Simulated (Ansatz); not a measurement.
**The (221) surface of rock-salt TiN in its 1x1 cell (cut with top plane N + Ti, bottom plane N + Ti), outermost plane spacing 0.71 Å in the ideal cut**

Computed with PBE (plane waves to 420 eV, PAW; Ansatz, a quantum-chemistry and plane-wave program).

Slab: 30 atoms, N15Ti15, 9.9 Å thick at the start (thin: gaps and levels are the slab's own); k 12x4x1, smearing 0.1 eV, dipole-corrected; all atoms relaxed; symmetry of the start imposed; no spin, no spin-orbit, no U.

```json
{
 "surface energy (mean of both faces)": "2.91 J/m^2",
 "surface_energy_before_relaxation": "3.92 J/m²",
 "work_function_of_the_top_face": "4.30 eV",
 "energy_released_by_relaxation": "3.41 eV",
 "cost": "very roughly 17 core-minutes"
}
```
